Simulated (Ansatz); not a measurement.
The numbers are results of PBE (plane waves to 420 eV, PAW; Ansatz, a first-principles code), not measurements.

Planar average of the electrostatic potential across the slab, in eV from the Fermi level, for a constructed model of the (100) surface of fcc Al, a pseudomorphic layer of Au in the host's stacking (bottom of the slab: a bare face, its two planes held):

(z (Å), V (eV)): (3.79, 4.31); (4.08, 4.30); (4.38, 4.30); (4.67, 4.30); (4.96, 4.29); (5.25, 4.27); (5.54, 4.22); (5.83, 4.13); (6.12, 3.93); (6.42, 3.51); (6.71, 2.68); (7.00, 1.07); (7.29, -1.99); (7.58, -4.88); (7.88, -5.76); (8.17, -5.88); (8.46, -5.55); (8.75, -3.85); (9.04, -2.10); (9.33, -3.41); (9.62, -5.44); (9.92, -6.02); (10.21, -6.04); (10.50, -5.58); (10.79, -3.67); (11.08, -1.96); (11.38, -3.39); (11.67, -5.41); (11.96, -5.97); (12.25, -5.99); (12.54, -5.51); (12.83, -3.64); (13.12, -2.21); (13.42, -3.90); (13.71, -5.61); (14.00, -6.01); (14.29, -5.96); (14.58, -5.29); (14.88, -3.15); (15.17, -2.06); (15.46, -4.03); (15.75, -5.73); (16.04, -6.09); (16.33, -6.02); (16.62, -5.27); (16.92, -3.09); (17.21, -2.28); (17.50, -4.40); (17.79, -5.97); (18.08, -6.37); (18.38, -6.41); (18.67, -5.81); (18.96, -4.56); (19.25, -7.36); (19.54, -12.44); (19.83, -15.03); (20.12, -14.44); (20.42, -10.36); (20.71, -3.51); (21.00, 1.43); (21.29, 3.31); (21.58, 4.13); (21.88, 4.50); (22.17, 4.67); (22.46, 4.75); (22.75, 4.79); (23.04, 4.81); (23.33, 4.82); (23.62, 4.82); (23.92, 4.82); (24.21, 4.82)

Slab: 7 atoms, 11.9 Å thick at the start; k 13x13x1, smearing 0.1 eV, dipole-corrected; 2 atoms held, the rest relaxed; start symmetry kept, larger cells not searched; no spin, no spin-orbit, no U. It is one candidate, not shown to be the stable structure of the face.

**Question.** The surface cell has an area of 8.17 Å². What dipole along the normal does the step between the two vacuum levels imply?

**Answer.** the top vacuum level lies 0.52 eV above the bottom one; p = −ε₀ A ΔV (ε₀ = 0.005526 e/(V·Å)) gives -0.02 e·Å a cell.
